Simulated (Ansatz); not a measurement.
An ideal cubic perovskite cell is held by its symmetry; such compounds can tilt or shift off centre at room temperature.

 Where the default PAW files enter, the runs use the earlier of Ansatz's two default sets.

The decay constant κ of evanescent states in the gap governs leakage through a thin film.

Data:

```
CELL_PARAMETERS angstrom
      8.41263     0.00000     0.00000
     -4.20632     7.28555     0.00000
      4.20632     2.42852     3.43444
ATOMIC_POSITIONS crystal
  Cs 0.00000 0.00000 0.00000
  Pb 0.00000 0.50000 0.50000
  Br 0.00000 0.50000 0.00000
  Br 0.50000 0.50000 0.00000
  Br 0.50000 0.00000 0.00000
```

Space group of this cell: Pm-3m, cubic perovskite. The cell is taken as given.

Transport runs along the normal of the first two printed cell vectors, the (111) plane of the conventional cell.

The gap is the functional's own. No spin-orbit coupling. Mid-gap values are interpolated on the energy grid.

Problem. Predict the band gap and the smallest decay constant κ at mid-gap from r2SCAN run with Ansatz (a quantum-chemistry and plane-wave program).

Solution. Gap 2.07 eV on a 10×10×10 mesh; κ = 0.153 1/Å, at the zone centre.
